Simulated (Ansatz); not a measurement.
The starting structures come from a database of crystals and need not be the phases stable at ambient conditions.

By PBEsol, the system below comes out a metal.

Input:

```xyz
2
Lattice="3.2995 0.0000 0.0000 -1.6497 2.8574 0.0000 0.0000 0.0000 3.2459" Properties=species:S:1:pos:R:3 pbc="T T T"
Mo     0.0000     0.0000     0.0000
P      0.0000     1.9049     1.6230
```

Space group of this cell: P-6m2. The cell is strained (all lengths scaled by 1.02); by PBEsol its mean pressure is -16.0 GPa.

The current flows along the normal of the first two printed cell vectors, the (001) plane of the conventional cell. No spin-orbit coupling; the value is a mean over 0.1 eV about the Fermi level.

Q: Predict the ballistic conductance per area from PBEsol run with Ansatz (a program for electronic structure).

A: 0.73 × 10¹⁵ S/m² for both spins.
